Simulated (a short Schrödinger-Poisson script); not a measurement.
Stack: MOS inversion layer, SiO2 on p-type GaN, at 300 K.

```csv
layer,material,thickness (nm),Na (cm⁻³)
1,SiO2,4,-
2,GaN,530,1.4e18
```

Constants are typed, rounded textbook-type inputs, not results; the design itself was drawn at random and stands for no fabricated device. SiO2: permittivity 3.9, conduction-band edge (eV) 3.2, gap (eV) 9, electron mass (mₑ) 0.5. GaN: permittivity 9.5, conduction-band edge (eV) 0, gap (eV) 3.43, Nv at 300 K (cm⁻³) 4.6e19.

Channel valleys (confinement mass, in-plane density-of-states mass, number): Γ 0.2, 0.2, 1. At the gate the conduction-band edge of layer 1 lies 3.28 eV − eVg above the Fermi level of the channel; the field vanishes at the back. Gaps are held at their typed values at every temperature. Mesh 0.03 nm at interfaces.

From a short Schrödinger-Poisson script (our own, NumPy): 1D Poisson equation in equilibrium, electrons quantum, Hartree (BenDaniel-Duke, 12 states a valley, the channel's in-plane mass for all, wave functions ending at the dielectric), parabolic valleys, classical holes, full ionisation, no traps, pinning or gate leakage.

The same stack at other levels of the model or other numerical settings:

```tsv
run	sheet density of all electrons at Vg = 3.6 V (cm⁻²)	sheet density of all electrons at Vg = 1.8 V (cm⁻²)	capacitance at Vg = 3.6 V (μF/cm²)	centroid of the channel electrons at Vg = 3.6 V (nm)	rough cost against the base
base	8.13e12	2.89e11	0.733	1.55	about 1
electrons treated as classical, Boltzmann	1.10e13	[?]	0.846	0.16	0.05
electrons treated as classical, Fermi-Dirac	9.27e12	1.27e12	0.754	[?]	0.3
electrons treated as quantum, Hartree plus LDA exchange-correlation	8.42e12	3.65e11	0.741	[?]	2
mesh six times as coarse	8.14e12	2.91e11	0.733	1.55	0.2
one subband a valley	8.13e12	2.89e11	0.733	1.55	0.6
```

What belongs in the gaps?


- electrons treated as quantum, Hartree plus LDA exchange-correlation, centroid of the channel electrons at Vg = 3.6 V (nm): 1.53
- electrons treated as classical, Boltzmann, sheet density of all electrons at Vg = 1.8 V (cm⁻²): 1.65e12
- electrons treated as classical, Fermi-Dirac, centroid of the channel electrons at Vg = 3.6 V (nm): 0.66

The classical rows ignore confinement, and Boltzmann statistics overrate the density once the band edge passes the Fermi level.

In real p-type GaN the Mg acceptor is only partly ionised, and so wide a gap doesn't supply an inversion layer without source and drain.
